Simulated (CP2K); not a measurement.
CP2K run on BiPbO2F (Cm, 5 atoms in the cell): self-consistent single point.

Level of theory: LDA (Pade form), GPW, DZVP-MOLOPT-SR-GTH basis, GTH-PADE potentials (GTH_POTENTIALS) (CP2K).

```yaml
crystal:
  lattice:
    - [4.00056, 0.00000, 0.00000]
    - [1.99228, 3.46919, 0.00000]
    - [-0.09618, -0.05568, 6.51067]
  atoms:
    - { symbol: Bi, position: [0.70179, 0.70179, 0.29196] }
    - { symbol: Pb, position: [0.37806, 0.37806, 0.74499] }
    - { symbol: O, position: [0.37059, 0.37059, 0.38147] }
    - { symbol: O, position: [0.70794, 0.70794, 0.63236] }
    - { symbol: F, position: [0.03334, 0.03334, 0.09852] }
```

Reference input (self-consistent single point, DFT PBEsol, GPW, DZVP-MOLOPT-SR-GTH basis, GTH-PBE potentials (GTH_POTENTIALS)): CUTOFF = 550 Ry; REL_CUTOFF = 50 Ry; SMEAR/METHOD = FERMI_DIRAC; ELECTRONIC_TEMPERATURE = 580.23 K; KPOINTS/SCHEME = MONKHORST-PACK 6 6 3; GAMMA_CENTERED = T; XC_FUNCTIONAL = PBE:PBESOL; Bi/BASIS_SET = DZVP-MOLOPT-SR-GTH-q5; Bi/POTENTIAL = GTH-PBE-q5; Pb/BASIS_SET = DZVP-MOLOPT-SR-GTH-q4; Pb/POTENTIAL = GTH-PBE-q4; O/BASIS_SET = DZVP-MOLOPT-SR-GTH-q6. This run's input differs from it in these lines:

```diff
@@ -44,6 +44,3 @@
     &XC
-      &XC_FUNCTIONAL
-        &PBE
-          PARAMETRIZATION PBESOL
-        &END PBE
+      &XC_FUNCTIONAL PADE
       &END XC_FUNCTIONAL
@@ -80,3 +77,3 @@
       BASIS_SET DZVP-MOLOPT-SR-GTH-q5
-      POTENTIAL GTH-PBE-q5
+      POTENTIAL GTH-PADE-q5
     &END KIND
@@ -84,3 +81,3 @@
       BASIS_SET DZVP-MOLOPT-SR-GTH-q4
-      POTENTIAL GTH-PBE-q4
+      POTENTIAL GTH-PADE-q4
     &END KIND
@@ -88,3 +85,3 @@
       BASIS_SET DZVP-MOLOPT-SR-GTH-q6
-      POTENTIAL GTH-PBE-q6
+      POTENTIAL GTH-PADE-q6
     &END KIND
@@ -92,3 +89,3 @@
       BASIS_SET DZVP-MOLOPT-SR-GTH-q7
-      POTENTIAL GTH-PBE-q7
+      POTENTIAL GTH-PADE-q7
     &END KIND
```

Output (repeated stretches shortened):

```
 SCF WAVEFUNCTION OPTIMIZATION

  Step     Update method      Time    Convergence         Total energy    Change
     1 NoMix/Diag. 0.40E+00      -     0.82029726       -65.3888179702 -6.54E+01
     2 Broy./Diag. 0.40E+00      -     0.34603395       -61.5414302022  3.85E+00
     3 Broy./Diag. 0.40E+00      -     0.02227837       -65.9632581431 -4.42E+00
     4 Broy./Diag. 0.40E+00      -     0.02577477       -65.6862572314  2.77E-01
     5 Broy./Diag. 0.40E+00      -     0.00869800       -65.5571791625  1.29E-01
     6 Broy./Diag. 0.40E+00      -     0.00358507       -65.5441300569  1.30E-02
   [... 6 lines left out ...]
    13 Broy./Diag. 0.40E+00      -     0.00001456       -65.5454201391  3.02E-04
    14 Broy./Diag. 0.40E+00      -     0.00000482       -65.5455357056 -1.16E-04
    15 Broy./Diag. 0.40E+00      -     0.00000134       -65.5455019269  3.38E-05
    16 Broy./Diag. 0.40E+00      -     0.00000046       -65.5455163060 -1.44E-05
  *** SCF run converged in    16 steps ***

  Overlap energy of the core charge distribution:               0.00000000136475
  Self energy of the core charge distribution:               -164.24442979708249
  Core Hamiltonian energy:                                     44.66113995730549
  Hartree energy:                                              67.80336946787811
  Exchange-correlation energy:                                -13.76559593542509
  Electronic entropic energy:                                  -0.00000000000196
  Fermi energy:                                                 0.13828018989127

  Total energy:                                               -65.54551630596117
  Total energy (extrapolated to T->0):                        -65.54551630596019

                     Mulliken Population Analysis

   [... lines left out ...]

 STRESS| Analytical stress tensor [bar]
 STRESS|                        x                   y                   z
 STRESS|      x       -6.18158611548E+04   7.75515308924E+02  -4.31429301020E+01
 STRESS|      y        7.75515308924E+02  -6.27065061672E+04  -2.49704066890E+01
 STRESS|      z       -4.31429301020E+01  -2.49704066890E+01  -6.33380838943E+04
 STRESS| 1/3 Trace                                            -6.26201504054E+04
```

The run converged in 16 iterations. Against the reference run the pressure goes from -0.21 to -6.26 GPa, the largest force goes from 0.379 to 0.530 eV/Å and the gap on the mesh moves little (2.157 to 2.148 eV).

The starting cell comes from a database of computed structures (which also holds hypothetical and non-ambient phases and stackings), without a prior relaxation at this level. Spin-orbit coupling is off. Values carry the incompleteness of an atom-centred basis. With a pressure of about -6 GPa the cell is away from its equilibrium volume at this level.

Cost on one core of a shared machine: roughly 30 s.
